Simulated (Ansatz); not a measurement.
WS₂ (R3m, No. 160, 3 atoms in the cell; start mp-9813; a measured phase of this formula has another space group), treated with r²SCAN in Ansatz (PAW).

Numerical settings: plane-wave cutoff 560 eV, 12×12×12 k mesh, Fermi–Dirac smearing 0.01 eV, no spin polarisation, scalar-relativistic PAW data made under PBE.

Cell (relaxed at this level):

```
CELL_PARAMETERS angstrom
      1.59128     0.91872     6.55741
     -1.59128     0.91872     6.55741
      0.00000    -1.83745     6.55741
ATOMIC_POSITIONS crystal
  W  0.00068 0.00068 0.00068
  S  0.41328 0.41328 0.41328
  S  0.25475 0.25475 0.25475
```

Q: Estimate the band gap, smallest direct gap on the k points sampled and direct gap at Γ that the calculation returns.

A: 
* **band gap**: 1.37 eV
* **smallest direct gap on the k points sampled**: 1.92 eV
* **direct gap at Γ**: 3.44 eV

Note: the cell has widely spaced layers and the level no dispersion term, so their spacing and the moduli can rest on weak binding.

Spin–orbit coupling is not included.

The computed numbers hold no vibrational or temperature effects.

A start named mp-… is a Materials Project structure, which need not be a measured phase.

Ansatz is a quantum-chemistry and plane-wave program.
